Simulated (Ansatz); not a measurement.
Given:

```yaml
crystal:
  lattice:
    - [4.01253, 0.00000, 0.00000]
    - [0.00000, 7.27875, 0.00000]
    - [0.00000, 0.00000, 8.20200]
  atoms:
    - { symbol: Hf, position: [0.00000, 0.00000, 0.07862] }
    - { symbol: Hf, position: [0.00000, 0.50000, 0.89248] }
    - { symbol: Hf, position: [0.50000, 0.28984, 0.59945] }
    - { symbol: Hf, position: [0.50000, 0.71016, 0.59945] }
    - { symbol: O, position: [0.00000, 0.27655, 0.03329] }
    - { symbol: O, position: [0.00000, 0.72345, 0.03329] }
    - { symbol: O, position: [0.00000, 0.30325, 0.65932] }
    - { symbol: O, position: [0.00000, 0.69675, 0.65932] }
    - { symbol: Te, position: [0.50000, 0.00000, 0.34792] }
    - { symbol: O, position: [0.50000, 0.50000, 0.45441] }
    - { symbol: Te, position: [0.50000, 0.00000, 0.84136] }
    - { symbol: O, position: [0.50000, 0.50000, 0.80109] }
```

No spin polarisation.

All numbers come from DFT with PBE, PAW potentials and a 420 eV plane-wave cutoff in Ansatz (a first-principles code), without spin-orbit coupling, earlier PAW set. Γ-centred 8×5×4 mesh, Fermi–Dirac width 0.05 eV.

### Question
Predict the band gap.

### Answer
0.61 eV.

### Question
What gap character (in this cell's own zone, which can be folded) does the calculation give?

### Answer
Indirect, Z → Y.

These are small ordered cells, not random alloys; other orderings at the same x differ. With Hf and Te present, leaving out spin-orbit coupling can change the band edges. Stability against distortions was not tested. The cell was made from HfO2 by this change: x(Te) = 0.25, 12 atoms, Pmm2. Under x(Te) = 0.25, 12 atoms, Pmm2 the cell changed shape so far that it is another structure.
